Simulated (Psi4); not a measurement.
Psi4 1.11, WB97X/def2-svp: Hf(OH)4(NH3) ([NH3]->[Hf]([OH])([OH])([OH])[OH]), 13 atoms. The geometry is a generated start, not checked to be a minimum at this level.

```yaml
task: energy
method: wb97x
basis: def2-svp
memory: 3 GB
maxiter: 100
keys_of_the_molecule_block: symmetry c1
scf_type: df (default)
diis_max_vecs: 10 (default)
e_convergence: 1e-06 (default)
d_convergence: 1e-06 (default)
dft_radial_points: 75 (default)
dft_spherical_points: 302 (default)
effective_core_potentials: those of the basis set, past Kr
basis_functions: 137
grid_points: 279459
```

```xyz
13

Hf    -0.2327     0.3362     0.1158
O      0.8221     1.1919    -1.2000
H      1.3200     1.9039    -0.7847
O      0.7622    -0.0450     1.6772
H      0.5510     0.6897     2.2653
O     -1.0745     1.8989     0.7992
H     -1.3793     2.4471     0.0646
O     -1.8064    -0.6668    -0.2101
H     -2.5132    -0.2704     0.3105
N      0.7878    -1.6545    -0.6932
H      1.2021    -2.0919     0.1236
H      1.5007    -1.4848    -1.3959
H      0.0602    -2.2543    -1.0724
```

Charge 0 and multiplicity 1 are set for this test and not shown to be the ground state.

With the defaults (diis = true, scf_initial_accelerator = adiis, damping_percentage = 0, soscf = false, soscf_start_convergence = 0.01, guess = auto, which took SAD) it converges in 9 SCF iterations. One run each on 2 threads, with these changes:
- guess = sadno
- guess = huckel
- guess = sap
- damping_percentage = 20
- guess = modhuckel
- soscf = true, soscf_start_convergence = 0.1
- scf_initial_accelerator = ediis
- diis = false, scf_initial_accelerator = none, damping_percentage = 60
- soscf = true

Q: Which runs fail or end elsewhere than the default run?

A: No convergence: diis = false, scf_initial_accelerator = none, damping_percentage = 60 (the run ends without SCF convergence in 100 iterations). The rest reach the solution of the defaults.

```
setting                                                                SCF iterations  JK calls             end
---------------------------------------------------------------------  --------------  --------  --------------
soscf = true, soscf_start_convergence = 0.1                                         6        22   same solution
soscf = true                                                                        6        17   same solution
the defaults                                                                        9        10   same solution
scf_initial_accelerator = ediis                                                     9        10   same solution
guess = sadno                                                                      10        10   same solution
guess = sap                                                                        10        10   same solution
guess = huckel                                                                     10        37   same solution
guess = modhuckel                                                                  10        37   same solution
damping_percentage = 20                                                            19        20   same solution
diis = false, scf_initial_accelerator = none, damping_percentage = 60             100       101  no convergence
```

An SOSCF iteration holds several JK calls; a Hückel guess adds calls on atoms.
